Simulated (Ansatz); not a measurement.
Functionals compared on Br on the 1x1 (100) surface of monoclinic HfO2 (cut with top plane 2 O), one in a 1x1 cell, started at the site 'hollow O-O-O', in Ansatz (plane waves, PAW). The structure was relaxed with PBE; the other rows are single points on it, each with its references at the same level. Cutoff 420 eV (500 eV for r2SCAN). The points keep PBE's geometry, so the relaxation of a polaron and the settling of charge on one site are left out.

Host crystal: monoclinic HfO2, with a band gap (PBE, scalar-relativistic without spin-orbit coupling).

Slab: 25 atoms, 9.3 Å thick at the start under the adsorbate (thin: gaps and levels are the slab's own); k 4x4x1, smearing 0.01 eV, dipole-corrected; 12 atoms held, the rest relaxed; no symmetry held; spin-polarised, ending with about 1.0 μB a cell; orders that need a larger cell were not tried, no spin-orbit, no U, no dispersion correction. At the end it is bonded to Hf. In PBE it is, or lies within 0.03 eV of, the lowest of the starts that converged. These notes are the PBE run's. RPBE: The program's check for a lower electronic state was not made. r2SCAN: The program's check for a lower electronic state was not made. Adsorption energies are against ½ Br2(g). A negative adsorption energy means that the adsorbate is more stable on the surface than in its reference.

```
functional  adsorption energy (eV)  gap of the slab on its k-mesh (eV)  highest filled level below the top vacuum level (eV)  magnetic moment of the cell (μB)          rough cost of the single point
----------  ----------------------  ----------------------------------  ----------------------------------------------------  --------------------------------  --------------------------------------
PBE                           0.04                                0.80                                                  7.18                              1.00                                       –
RPBE                             ?                                   ?                                                     ?                              1.00  about 10 core-minutes (a rough figure)
r2SCAN                       -0.16                                1.26                                                  7.57                              1.00                 roughly 18 core-minutes
```

Task: Some entries are withheld; supply them.

Result: 
- RPBE, adsorption energy (eV): 0.24
- RPBE, gap of the slab on its k-mesh (eV): 0.86
- RPBE, highest filled level below the top vacuum level (eV): 7.11

Ansatz is an electronic-structure program.
